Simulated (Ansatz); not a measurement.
**MoS2: response to strain**

Start from MoS$_{2}$ in the 3R-MoS2 type structure (space group R3m, No. 160; a = 3.153 Å, c = 17.994 Å (hexagonal axes); layered, stacked along the Cartesian z axis).

Strains are applied to the cell and any free atomic positions relax.

Levels (all Ansatz, a program for electronic structure, PAW, earlier PAW set): PBE-D3(BJ) (420 eV, without spin-orbit coupling); r2SCAN (500 eV, no spin-orbit coupling); HSE06 (420 eV, spin-orbit coupling left out); PBE+SOC (420 eV, spin-orbit coupling included); HSE06+SOC (420 eV, noncollinear with spin-orbit coupling).

Band gaps by level, all at the geometries relaxed with PBE-D3(BJ):

```tsv
case	PBE-D3(BJ)	r2SCAN	HSE06	PBE+SOC	HSE06+SOC
base	0.77 eV	0.87 eV	1.30 eV	0.74 eV	1.27 eV
isotropic strain −1.86 %	0.64 eV	0.75 eV	1.16 eV	0.61 eV	1.12 eV
isotropic strain +1.96 %	0.71 eV	0.77 eV	1.14 eV	0.71 eV	1.12 eV
```

Single points use the geometry relaxed with PBE-D3(BJ). HSE06 was sampled on its mesh, a few special points and the semilocal edge points, so its gap is an upper bound. The spin-orbit shifts are approximate. Whether these cells are dynamically stable was not tested.
